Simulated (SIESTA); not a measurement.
Input and output of a self-consistent single point for TiB2 (P6/mmm, 3 atoms in the cell) (SIESTA).

Method: GGA PBEsol, numerical atomic orbitals DZP, PseudoDojo PBEsol standard norm-conserving potentials (rewritten from UPF to PSML) in SIESTA.

```yaml
crystal:
  lattice:
    - [3.02593, 0.00000, 0.00000]
    - [-1.51296, 2.62053, 0.00000]
    - [0.00000, 0.00000, 3.22877]
  atoms:
    - { symbol: Ti, position: [0.00000, 0.00000, 0.00000] }
    - { symbol: B, position: [0.33333, 0.66667, 0.50000] }
    - { symbol: B, position: [0.66667, 0.33333, 0.50000] }
```

Reference input (self-consistent single point, DFT, GGA PBE, numerical atomic orbitals DZP, PseudoDojo PBE standard norm-conserving potentials (rewritten from UPF to PSML)): XC.functional = GGA; XC.authors = PBE; potentials = PseudoDojo PBE standard; PAO.BasisSize = DZP; PAO.EnergyShift = 0.01 Ry; MeshCutoff = 350 Ry; kgrid.MonkhorstPack = 8 8 7; OccupationFunction = MP; OccupationMPOrder = 0; ElectronicTemperature = 136 meV; MaxSCFIterations = 150; SCF.Mixer.Method = Pulay. This run's input differs from it in these lines:

```diff
@@ -1,2 +1,2 @@
-# files in the folder: Ti.psml B.psml (PseudoDojo PBE standard)
+# files in the folder: Ti.psml B.psml (PseudoDojo PBEsol standard)
 SystemName  TiB2
@@ -24,3 +24,3 @@
 XC.functional                GGA
-XC.authors                   PBE
+XC.authors                   PBEsol
 PAO.BasisSize                DZP
```

Log, with long lists cut:

```
        iscf     Eharris(eV)        E_KS(eV)     FreeEng(eV)     dDmax    Ef(eV) dHmax(eV)
   scf:    1    -1739.796299    -1769.985469    -1769.990476  1.630536 -5.455613 12.791643
   scf:    2    -1778.607788    -1775.113284    -1775.113781  0.173798 -6.141192  4.871607
   scf:    3    -1775.909914    -1775.945285    -1775.945829  0.098025 -6.767549  0.676507
   scf:    4    -1775.634946    -1775.875635    -1775.876049  0.039876 -6.538061  1.618227
   scf:    5    -1775.994402    -1775.975744    -1775.976155  0.029782 -6.739652  0.076097
   scf:    6    -1775.975717    -1775.975922    -1775.976334  0.001954 -6.726080  0.038473
   scf:    7    -1775.975990    -1775.975979    -1775.976392  0.000665 -6.730541  0.001034
   scf:    8    -1775.975979    -1775.975979    -1775.976392  0.000106 -6.730646  0.000421
   scf:    9    -1775.975979    -1775.975979    -1775.976392  0.000003 -6.730640  0.000368
SCF Convergence by DM+H criterion
max |DM_out - DM_in|         :     0.0000029841
max |H_out - H_in|      (eV) :     0.0003683649
SCF cycle converged after 9 iterations

Using DM_out to compute the final energy and forces

siesta: E_KS(eV) =            -1775.9760

siesta: E_KS - E_eggbox =     -1775.9760

siesta: Atomic forces (eV/Ang):
     1   -0.000000   -0.000000   -0.000000
     2    0.000032   -0.000019    0.000000
     3   -0.000032    0.000019    0.000000
   Tot   -0.000000    0.000000   -0.000000
   Max    0.000032
   Res    0.000017    sqrt( Sum f_i^2 / 3N )
   Max    0.000032    constrained

Stress tensor Voigt[x,y,z,yz,xz,xy] (kbar):       20.14       20.18       93.84        0.00       -0.00        0.03
(Free)E + p*V (eV/cell)    -1776.6910
Target enthalpy (eV/cell)    -1775.9764

   [... lines left out ...]
siesta: FreeEng =     -1775.976392
siesta: Cell volume =         25.602682 Ang**3
siesta:         -44.71990134        -44.71855836  kBar
   [... lines left out ...]
              0.054   0.051   0.040   0.051   0.054
   3  3.293   0.254   0.480   0.303   0.487   0.303   0.448   0.319   0.448
              0.054   0.051   0.040   0.051   0.054

mulliken: Qtot =       18.000

Mulliken Atomic Populations:
Atom #   charge [q] valence [e]  Species
     1     0.585542   11.414458  Ti
     2    -0.292771    3.292771  B
     3    -0.292771    3.292771  B
 Total    -0.000000
```

The run converged in 9 iterations. Against the reference run the pressure goes from 0.44 to -4.47 GPa.

The starting cell comes from a database of computed structures (which also holds hypothetical and non-ambient phases and stackings), without a prior relaxation at this level. Spin polarisation is off. Values carry the incompleteness of an atom-centred basis. With a pressure of about -4 GPa the cell is away from its equilibrium volume at this level.
